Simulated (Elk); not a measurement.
Input and output of a self-consistent single point for BaAl2Ga2 (I4/mmm, 5 atoms in the cell) (Elk).

Computed with PBEsol, spin-orbit coupling in second variation, all-electron FP-LAPW, Elk's shipped species files, default APW+lo basis in Elk.

```
CELL_PARAMETERS angstrom
     -2.25718     2.25718     5.57623
      2.25718    -2.25718     5.57623
      2.25718     2.25718    -5.57623
ATOMIC_POSITIONS crystal
  Ba 0.00000 0.00000 0.00000
  Al 0.75000 0.25000 0.50000
  Al 0.25000 0.75000 0.50000
  Ga 0.37971 0.37971 0.00000
  Ga 0.62029 0.62029 0.00000
```

Reference input (self-consistent single point, DFT, PBEsol, all-electron FP-LAPW, Elk's shipped species files, default APW+lo basis): xctype = 22; stype = 0; swidth = 0.00367493 Ha; ngridk = 7 7 7; rmtscf = 0.99; maxscl = 100. This run's input differs from it in these lines:

```diff
@@ -6,4 +6,13 @@
 
+spinorb
+  .true.
+
 rmtscf
   0.99
+
+lmaxi
+  3
+
+nempty
+  10
```

Output, abridged:

```
│ Self-consistent loop started │
│ Loop number : 1 │
 total energy                :     -12509.6021262
 total moment                :   0.8048843948E-20  0.4540603880E-23  0.3473441512E-21
│ Loop number : 2 │
 total energy                :     -12509.7030739
 total moment                :   0.4729052600E-20 -0.1615260443E-23  0.3730541707E-23
RMS change in Kohn-Sham potential (target) :   0.2395099993     (  0.1000000000E-05)
Absolute change in total energy (target)   :   0.1009477036     (  0.1000000000E-03)
│ Loop number : 3 │
 total energy                :     -12508.9925850
   [... lines left out ...]
 total energy                :     -12506.4177357
 total moment                :   0.2122857040E-19  0.4994794799E-22 -0.2119173521E-22
RMS change in Kohn-Sham potential (target) :   0.2366871561E-06 (  0.1000000000E-05)
Absolute change in total energy (target)   :   0.3091947492E-03 (  0.1000000000E-03)
│ Loop number : 14 │
 total energy                :     -12506.4177327
 total moment                :   0.1157261416E-19 -0.1639916969E-22  0.8389106012E-23
RMS change in Kohn-Sham potential (target) :   0.1031691534E-06 (  0.1000000000E-05)
Absolute change in total energy (target)   :   0.8022606380E-04 (  0.1000000000E-03)
Convergence targets achieved

│ Loop number : 15 │

Energies :
 Fermi                       :     0.241861157782
 xc effective B-field        :    -0.477524870134E-10
 external B-field            :      0.00000000000
 total energy                :     -12506.4177203
 (external B-field energy excluded from total)

Density of states at Fermi energy :    41.01985839
 (states/Hartree/unit cell)

Estimated indirect band gap :   0.1047365901E-02
 from k-point     30 to k-point      3
Estimated direct band gap   :   0.1081271534E-01
 at k-point     30

Charges :
 core                        :    80.00000000
 valence                     :    64.00000000
 interstitial                :    8.741593392
 muffin-tins (core leakage)
  species :    1 (Ba)
   atom    1                 :    53.69329981     (  0.6539125273E-05)
  species :    2 (Al)
   [... lines left out ...]
  species :    3 (Ga)
   atom    1                 :   0.1285950180E-20 -0.1378231399E-22   0.000000000
   atom    2                 :   0.1285950180E-20 -0.1378231399E-22   0.000000000
 total in muffin-tins        :   0.2622504158E-20  0.2236854598E-22  0.6568749625E-23
 total moment                :   0.2629731483E-20  0.2829667358E-22  0.6215987315E-23

│ Self-consistent loop stopped │
```

The run converged in 15 iterations. The count includes the last loop, which Elk runs after its targets are met. 

The starting cell comes from a database of computed structures (which also holds hypothetical and non-ambient phases and stackings), without a prior relaxation at this level. Its lattice was rescaled by a random factor within 2.5 % of one. Values depend on the basis (sphere radii, cutoffs, local orbitals), which need not be converged. The log's line on a gap gives a spacing of levels on this mesh, which the program prints for metals too.

Cost on one core of a shared machine: roughly 2 min.
